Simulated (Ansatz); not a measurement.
We consider Li3OCl (Pm-3m, No. 221, 5 atoms in the cell; start mp-985585), described by HSE06 in Ansatz (PAW).

Run with plane-wave cutoff 460 eV, 6×6×6 k mesh, Fermi–Dirac smearing 0.01 eV, scalar-relativistic PAW data made under PBE.

The cell is the one relaxed with PBEsol. Conventional cell: a = 3.8394 Å, b = 3.8394 Å, c = 3.8394 Å, α = 90.00°, β = 90.00°, γ = 90.00°.

```xyz
5
Lattice="3.8394 0.0000 0.0000 0.0000 3.8394 0.0000 0.0000 0.0000 3.8394" Properties=species:S:1:pos:R:3 pbc="T T T"
Li     0.0000     1.9197     1.9197
Li     1.9197     0.0000     1.9197
Li     1.9197     1.9197     0.0000
Cl     0.0000     0.0000     0.0000
O      1.9197     1.9197     1.9197
```

Question: List the 11 lowest band energies at Γ above −25 eV (eV, relative to the valence band maximum), grouping those that round alike.

Answer: At Γ: -16.62, -15.49, -3.16 (×3), -0.55 (×3), 6.65, 8.57 (×2).

Note: the run warned that its exchange threshold was loose for the stress; cell and atoms aren't relaxed at this level (pressure 0.3 GPa).

A start named mp-… is a Materials Project structure, which need not be a measured phase.

Ansatz is an electronic-structure program.
